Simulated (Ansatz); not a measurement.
# Effect of isotropic strain −0.75 % on CdGeAs2

Consider CdGeAs$_{2}$ in the chalcopyrite structure (space group I-42d, No. 122; a = 5.8735 Å, c = 11.2264 Å).

Now apply this change: every lattice vector is shortened by 0.75 %, atoms relaxed at fixed cell.

All numbers come from Kohn–Sham DFT with the LDA functional, run in Ansatz (a first-principles code) with PAW and 420 eV plane waves, without spin-orbit coupling. k-mesh 8×8×8 (Γ-centred); smearing 0.05 eV (Fermi–Dirac).

The volume per atom drops by 0.54 Å³ to 23.67 Å³ and the space group remains I-42d (No. 122). The shortest interatomic distance decreases by 0.0176 Å, from 2.426 Å to 2.409 Å and the energy rises by 2.6 meV/atom. The pressure (mean of the normal stresses, compression positive) goes from zero to 1.57 GPa and the band gap remains 0.11 eV (uncertain: the edges found look like a band crossing or inverted bands; both cells).

Final structure:

```xyz
8
Lattice="-2.9147 2.9147 5.5711 2.9147 -2.9147 5.5711 2.9147 2.9147 -5.5711" Properties=species:S:1:pos:R:3 pbc="T T T"
Cd     0.0000     0.0000     0.0000
Cd     0.0000     2.9147     2.7856
Ge     0.0000     0.0000     5.5711
Ge     2.9147     0.0000     2.7856
As     1.3186     1.4574     6.9639
As     1.4574    -1.3186     4.1783
As     1.5961     1.4574     1.3928
As     1.4574     4.2334    -1.3928
```

Cost of the whole job for the changed cell (relaxation, final SCF and bands): about 4 core-minutes (a rough figure).

Stability against distortions was not tested. The zero or small gap of CdGeAs2 can change with the level of theory.
